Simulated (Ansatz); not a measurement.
**SnO2: response to strain**

Take SnO₂ in the rutile structure (space group P4_2/mnm, No. 136; a = 4.828 Å, c = 3.238 Å) as the base.

Strains are applied to the cell and any free atomic positions relax.

Computed with PBE (Ansatz, a quantum-chemistry and plane-wave program, PAW, no spin-orbit coupling).

```tsv
isotropic strain (%)	band gap (eV)
-3	1.69
-2.4	1.47
-1.8	?
-1.2	1.06
-0.6	0.87
0	0.68
```

Fit E_g = E₀ + Dε (ε in %) to the rows shown and predict the withheld row.

Least squares on the printed values gives E₀ = 0.67 eV, D = -336 meV per % of strain (largest residual 0.01 eV); this predicts 1.28 eV, and the run gives 1.26 eV, 0.02 lower.

Whether these cells are dynamically stable was not tested.
